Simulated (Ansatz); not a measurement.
Base system: ZnS in the zinc blende structure (space group F-43m, No. 216; a = 5.444 Å).

Levels (all Ansatz, an electronic-structure program, PAW, earlier PAW set): PBE (420 eV, scalar-relativistic without spin-orbit coupling); PBEsol (420 eV, no spin-orbit coupling); r2SCAN (500 eV, without spin-orbit coupling); HSE06 (420 eV, no spin-orbit coupling); PBEsol+SOC (420 eV, with spin-orbit coupling); HSE06+SOC (420 eV, with spin-orbit coupling).

Levels that relaxed their own cell: PBE and PBEsol.

```tsv
level	band gap	lattice parameter a	spin-orbit splitting at Γ
PBE	2.01 eV	5.444 Å	–
PBEsol	2.08 eV	5.357 Å	–
r2SCAN	2.78 eV	–	–
HSE06	3.46 eV	–	–
PBEsol+SOC	2.06 eV	–	0.06 eV
HSE06+SOC	3.43 eV	–	0.08 eV
```

Measured: band gap 3.94 eV (static lattice; corrected from measurement; as listed in Wei Chen et al., Physical Review Materials (2018)); lattice parameter a 5.41 Å (room temperature; as listed in Martin Albrecht, Beate Paulus, Hermann Stoll, Phys. Rev. B (1997)); spin-orbit splitting at Γ 0.06 eV (temperature not stated; as listed in Juan E. Peralta et al., Physical Review B (2006)).

Computed minus measured — band gap: PBE -1.93 eV, PBEsol -1.86 eV, r2SCAN -1.16 eV, HSE06 -0.48 eV, PBEsol+SOC -1.88 eV, HSE06+SOC -0.51 eV (closest: HSE06 and HSE06+SOC); lattice parameter a: PBE +0.6 %, PBEsol -1.0 % (closest: PBE); spin-orbit splitting at Γ: PBEsol+SOC -0.00 eV, HSE06+SOC +0.02 eV. Measured values not marked as corrected hold thermal and zero-point effects that the static-lattice runs lack. A measured gap can be an optical one, lowered by exciton binding.

Single points use the geometry relaxed with PBEsol. The spin-orbit shifts are approximate. Whether these cells are dynamically stable was not tested.
